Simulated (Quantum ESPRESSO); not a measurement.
Quantum ESPRESSO is run on Zr3AlAu2 (Fd-3m, 24 atoms in the cell), and the run fails. The aim is a self-consistent single point with DFT, PBEsol, plane waves, GBRV 1.5 ultrasoft (PBESOL) pseudopotentials.

Cell that was meant: a = 8.7992 Å, b = 8.7992 Å, c = 8.7992 Å, α = 60.00°, β = 60.00°, γ = 60.00°.

Part of the input:

```fortran
   occupations = 'smearing'
   smearing = 'gaussian'
   degauss = 0.0073499
   nbnd = 120
/
&ELECTRONS
   conv_thr = 1.0e-11
```

Log, with long lists cut:

```
 %%%%%%%%%%%%%%%%%%%%%%%%%%%%%%%%%%%%%%%%%%%%%%%%%%%%%%%%%%%%%%%%%%%%%%%%%%%%%%
     Error in routine setup (1):
     too few bands
 %%%%%%%%%%%%%%%%%%%%%%%%%%%%%%%%%%%%%%%%%%%%%%%%%%%%%%%%%%%%%%%%%%%%%%%%%%%%%%

     stopping ...
```

Question: Read the log: what does the program object to, and what is the fix?

Answer: The fault is too few bands; here the program stops on it instead of giving results. To fix it, raise the band count or leave it to the default. The program stopped before any SCF iteration.

An input that runs soundly differs in these lines (not the only fix; some lines may just follow from the change or write a value another way):
```diff
-   nbnd = 120
```

With that input, the run converged in 17 iterations: free energy E − TS -29049.7562 eV; Fermi level (on the code's own zero) 13.68 eV; pressure -6.06 GPa; largest force (vector length) 0.144 eV/Å (DFT, PBEsol, plane waves, GBRV 1.5 ultrasoft (PBESOL) pseudopotentials).

On the sound input: the starting cell comes from a database of computed structures (which also holds hypothetical and non-ambient phases and stackings), without a prior relaxation at this level. With a pressure of about -6 GPa the cell is away from its equilibrium volume at this level.
